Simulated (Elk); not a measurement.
Band structure of Ce₂CuGe₃ (P-6m2, 6 atoms in the cell).

```yaml
crystal:
  lattice:
    - [4.27219, 0.00000, 0.00000]
    - [-2.13610, 3.69983, 0.00000]
    - [0.00000, 0.00000, 7.98431]
  atoms:
    - { symbol: Ce, position: [0.66667, 0.33333, 0.24807] }
    - { symbol: Ce, position: [0.66667, 0.33333, 0.75193] }
    - { symbol: Cu, position: [0.00000, 0.00000, 0.00000] }
    - { symbol: Ge, position: [0.00000, 0.00000, 0.50000] }
    - { symbol: Ge, position: [0.33333, 0.66667, 0.00000] }
    - { symbol: Ge, position: [0.33333, 0.66667, 0.50000] }
```

Method: PBEsol, all-electron FP-LAPW, Elk's shipped species files, default APW+lo basis run with Elk.

Settings: xctype = 22; rgkmax = 7; stype = 0; swidth = 0.00999582 Ha; ngridk = 7 7 3; rmtscf = 0.91.

The starting cell comes from a database of computed structures (which also holds hypothetical and non-ambient phases and stackings), without a prior relaxation at this level. Spin-orbit coupling is off. Spin polarisation is off. The f electrons are in the valence without U or exact exchange, which can misplace them near the Fermi level. Spin-orbit terms, which matter for f shells, are left out. Values depend on the basis (sphere radii, cutoffs, local orbitals), which need not be converged.

Levels in eV from the Fermi level, bands 38 to 45:
```
point     38     39     40     41     42     43    44    45
-----  -----  -----  -----  -----  -----  -----  ----  ----
Γ      -0.63  -0.34  -0.30  -0.30  -0.20  -0.20  0.06  0.34
M      -1.75  -1.44  -1.36  -0.34   0.27   0.30  0.33  0.34
K      -1.79  -1.60  -0.39   0.13   0.18   0.28  0.29  0.30
A      -2.35  -0.40  -0.40  -0.15  -0.15  -0.09  0.16  0.32
L      -1.57  -1.39  -1.14  -0.58   0.12   0.23  0.35  0.35
H      -1.59  -1.49  -0.96  -0.17   0.26   0.30  0.33  0.35
```

Bands cross the Fermi level along this path, so the cell is metallic at this level.
